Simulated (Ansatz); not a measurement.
## Nb under load (space group Im-3m): band-structure transport figures

Here is the system:

```yaml
crystal:
  lattice:
    - [-1.59845, 1.59845, 1.59845]
    - [1.59845, -1.59845, 1.59845]
    - [1.59845, 1.59845, -1.59845]
  atoms:
    - { symbol: Nb, position: [0.00000, 0.00000, 0.00000] }
```

These are PBEsol with spin-orbit coupling, rigid bands (plane waves, PAW; Ansatz, a first-principles code) values and carry that method's errors. Condition of this run: hydrostatic pressure 15 GPa with spin-orbit coupling (the target of the relaxation). Geometry: cell and atoms relaxed with PBEsol, then loaded as said.

| Quantity | Value |
|---|---|
| density of states at the Fermi level | 1.32 states/(eV·cell), both spins |
| bare Sommerfeld coefficient | 3.1 mJ/(mol of atoms·K²) |
| Drude plasma energy | 10.0 eV |
| root-mean-square Fermi velocity | 6.9e5 m/s |
| resistivity times τ | 4.8 ×10⁻²² Ω·m·s |
| resistivity times mean free path | 3.6 ×10⁻¹⁶ Ω·m² |

A metal at this level (no band gap); rigid bands, thermally averaged at 300 K, both spins. τ is one relaxation time for all states; the product of resistivity and mean free path takes one path for all states instead.
